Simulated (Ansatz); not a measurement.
How far PBE and PBEsol part for hypothetical CsCl type NbP, biaxial strain +0.88 %, plane normal [111], relaxed out of plane

The parent structure is NbP in the CsCl type structure (space group Pm-3m, No. 221; a = 3.1101 Å; a hypothetical phase, not in the database extracts checked; relaxed with 0.1 eV smearing). Axes: x, y, z lie along the cube axes.

(Cell as relaxed with PBE.)

Levels (all Ansatz, an electronic-structure program, PAW): PBE (420 eV, no spin-orbit coupling); PBEsol (420 eV, spin-orbit coupling left out).

Each level relaxes its own structure.

| base | PBE | PBEsol |
|---|---|---|
| volume per atom | 15.04 Å³ | 14.60 Å³ |
| lattice parameter a | 3.110 Å | 3.079 Å |
| band gap | zero | zero |

One thing is altered: tensile biaxial strain of 0.88 % in the plane normal to [111], as in epitaxy on a mismatched substrate; the out-of-plane cell vector and the atoms relax.

```json
[
 {"quantity": "band gap", "PBE": "zero", "PBEsol": "zero"},
 {"quantity": "mean in-plane stress (compression positive)", "PBE": "-3.3 GPa", "PBEsol": "-3.6 GPa"}
]
```

PBE's in-plane stress lies 0.3 GPa above PBEsol's; the two agree on the band gap. Neither level is exact; PBEsol is the comparison here, not a measurement.

Whether these cells are dynamically stable was not tested. All final runs are without spin polarisation.
